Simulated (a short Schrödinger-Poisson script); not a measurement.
Stack: symmetric double-gate stack, Si3N4 on p-type GaAs, at 300 K.

```tsv
layer	material	thickness (nm)	Na (cm⁻³)
1	Si3N4	1.6	-
2	GaAs	3	2e17
3	Si3N4	1.6	-
```

The device is made up for the run: typed textbook-type constants, with dimensions and the other settings drawn at random. Si3N4: permittivity 7.5, conduction-band edge (eV) 1.97, gap (eV) 5.1, electron mass (mₑ) 0.5. GaAs: permittivity 12.9, conduction-band edge (eV) 0, gap (eV) 1.424, Nv at 300 K (cm⁻³) 9e18.

Channel valleys (confinement mass, in-plane density-of-states mass, number): Γ 0.067, 0.067, 1. At the gates, both at one voltage, the conduction-band edge of layer 1 lies 2.2 eV − eVg above the Fermi level of the channel. Gaps are held at their typed values at every temperature. Mesh 0.03 nm at interfaces.

From a short Schrödinger-Poisson script (our own, NumPy): 1D Poisson equation in equilibrium, electrons quantum, Hartree (BenDaniel-Duke, 12 states a valley, the channel's in-plane mass for all, wave functions free to enter the dielectric), parabolic valleys, classical holes, full ionisation, no traps, pinning or gate leakage.

The same stack at other levels of the model or other numerical settings:

```tsv
run	sheet density of all electrons at Vg = 0.95 V (cm⁻²)	sheet density of all electrons at Vg = 0.35 V (cm⁻²)	capacitance of both gates at Vg = 0.95 V (μF/cm²)	gate voltage at 1e11 electrons/cm² (V)	rough cost against the base
base	9.09e12	5.36e10	2.72	0.37	about 1
electrons treated as classical, Boltzmann	2.75e13	(withheld)	7.56	0.23	0.10
electrons treated as classical, Fermi-Dirac	8.76e12	(withheld)	(withheld)	0.24	0.2
electrons treated as quantum, Hartree plus LDA exchange-correlation	9.68e12	6.91e10	2.78	0.36	2
mesh six times as coarse	8.95e12	4.00e10	2.72	0.38	0.4
one subband a valley	9.09e12	5.36e10	2.72	0.37	0.4
```

Fill in the missing entries.


- electrons treated as classical, Fermi-Dirac, sheet density of all electrons at Vg = 0.35 V (cm⁻²): 8.05e11
- electrons treated as classical, Boltzmann, sheet density of all electrons at Vg = 0.35 V (cm⁻²): 2.07e12
- electrons treated as classical, Fermi-Dirac, capacitance of both gates at Vg = 0.95 V (μF/cm²): 2.57

The classical rows ignore confinement, and Boltzmann statistics overrate the density once the band edge passes the Fermi level.

Above a few 1e12 electrons/cm² a light Γ valley is non-parabolic and upper valleys begin to fill, which the model leaves out.
